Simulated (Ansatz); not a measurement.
## What pressure −2 GPa does to Sb

Start from Sb in the A7 type structure (space group R-3m, No. 166; a = 4.268 Å, c = 10.718 Å (hexagonal axes)).

It is then changed as follows: hydrostatic tension (pressure −2 GPa).

The values are results of plane-wave PAW DFT at the PBEsol-D3(BJ) level (Ansatz, a first-principles code, 420 eV), spin-orbit coupling left out, not measurements. k-mesh 13×13×13 (Γ-centred); smearing 0.05 eV (Fermi–Dirac).

The volume per atom goes up by 1.269 Å³, from 28.19 Å³ to 29.45 Å³ and the density shrinks by 0.31 g/cm³ (7.17 g/cm³ → 6.86 g/cm³). The lattice parameter a rises by 0.0415 Å, from 4.268 Å to 4.310 Å and the c/a ratio rises by 0.038 to 2.549. The shortest interatomic distance grows by 0.013 Å to 2.923 Å and the band gap remains zero.

With Sb present, leaving out spin-orbit coupling can change the band edges. Load acts through the strain it causes; cell and atoms are relaxed under it. Whether these cells are dynamically stable was not tested.
